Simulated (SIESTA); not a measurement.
A self-consistent single point of Cl (Cm, 4 atoms in the cell) with SIESTA.

Method of the run: SIESTA with GGA PBEsol, numerical atomic orbitals DZP, PseudoDojo PBEsol standard norm-conserving potentials (rewritten from UPF to PSML).

```xyz
4
Lattice="2.2467 -3.1294 0.0000 2.2467 3.1294 0.0000 0.0000 0.0000 8.2848" Properties=species:S:1:pos:R:3 pbc="T T T"
Cl     3.9407     0.0000     7.4814
Cl     2.7994     0.0000     3.2891
Cl     1.6940     0.0000     4.9957
Cl     0.5527     0.0000     0.8533
```

Reference input (self-consistent single point, DFT, GGA PBEsol, numerical atomic orbitals DZP, PseudoDojo PBEsol standard norm-conserving potentials (rewritten from UPF to PSML)): XC.functional = GGA; XC.authors = PBEsol; potentials = PseudoDojo PBEsol standard; PAO.BasisSize = DZP; PAO.EnergyShift = 0.005 Ry; MeshCutoff = 300 Ry; kgrid.MonkhorstPack = 7 7 3; OccupationFunction = FD; ElectronicTemperature = 10 meV; MaxSCFIterations = 150; SCF.Mixer.Method = Pulay; SCF.Mixer.Weight = 0.2. This run's input differs from it in these lines:

```diff
@@ -29,5 +29,5 @@
 %block kgrid.MonkhorstPack
-    7   0   0  0.0
-    0   7   0  0.0
-    0   0   3  0.0
+    4   0   0  0.5
+    0   4   0  0.5
+    0   0   2  0.5
 %endblock kgrid.MonkhorstPack
```

Output, abridged:

```
        iscf     Eharris(eV)        E_KS(eV)     FreeEng(eV)     dDmax    Ef(eV) dHmax(eV)
   scf:    1    -1774.131557    -1778.504032    -1778.504032  0.628286 -3.452759  1.488439
   scf:    2    -1778.871515    -1778.699191    -1778.699191  0.038380 -3.696021  1.005884
   scf:    3    -1778.915675    -1778.833474    -1778.833474  0.066017 -4.132184  0.173947
   scf:    4    -1778.860467    -1778.848925    -1778.848925  0.014568 -5.387927  0.044617
   scf:    5    -1778.849571    -1778.849261    -1778.849261  0.001923 -5.390398  0.025055
   [... 3 lines left out ...]
   scf:    9    -1778.849403    -1778.849403    -1778.849403  0.000030 -5.389315  0.000284
   scf:   10    -1778.849403    -1778.849403    -1778.849403  0.000032 -5.389376  0.000146
   scf:   11    -1778.849403    -1778.849403    -1778.849403  0.000032 -5.389443  0.000022
   scf:   12    -1778.849403    -1778.849403    -1778.849403  0.000001 -5.389449  0.000013
SCF Convergence by DM+H criterion
max |DM_out - DM_in|         :     0.0000013499
max |H_out - H_in|      (eV) :     0.0000129988
SCF cycle converged after 12 iterations

Using DM_out to compute the final energy and forces

siesta: E_KS(eV) =            -1778.8494

siesta: E_KS - E_eggbox =     -1778.8494

siesta: Atomic forces (eV/Ang):
     1   -0.479585    0.000000   -0.904100
     2    0.074953    0.000000   -0.228703
     3   -0.073986   -0.000000    0.231215
     4    0.478741    0.000000    0.901493
   Tot    0.000122    0.000000   -0.000095
   Max    0.904100
   Res    0.428771    sqrt( Sum f_i^2 / 3N )
   Max    0.904100    constrained

Stress tensor Voigt[x,y,z,yz,xz,xy] (kbar):       17.30       17.11        9.11       -0.00      -10.19       -0.00
(Free)E + p*V (eV/cell)    -1779.9044
   [... lines left out ...]
siesta: FreeEng =     -1778.849403
siesta: Cell volume =        116.497191 Ang**3
siesta:         -14.50978566         18.18800765  kBar
   [... lines left out ...]
              0.014   0.027   0.037   0.038   0.013
   2  7.002   1.917   0.023   1.977   1.180   1.618  -0.017   0.131   0.055
   [... 5 lines left out ...]

mulliken: Qtot =       28.000

Mulliken Atomic Populations:
Atom #   charge [q] valence [e]  Species
     1     0.001803    6.998197  Cl
     2    -0.001890    7.001890  Cl
     3    -0.003959    7.003959  Cl
     4     0.004046    6.995954  Cl
 Total    -0.000000
```

The run converged in 12 iterations. Against the reference run the free energy stays essentially unchanged (within 1 meV/atom), the pressure stays at -1.45 GPa, the largest force stays at 1.023 eV/Å and the gap on the mesh goes from 2.408 to 2.466 eV.

The starting cell has typed, rounded lattice constants, without a prior relaxation at this level. Its lattice was rescaled by up to half a per cent. One atom was moved a little off its site on purpose. Values carry the incompleteness of an atom-centred basis. Forces in this geometry exceed 1 eV/Å. Another mesh or the band path of this cell gives a smaller gap, so this value is not converged in the mesh.
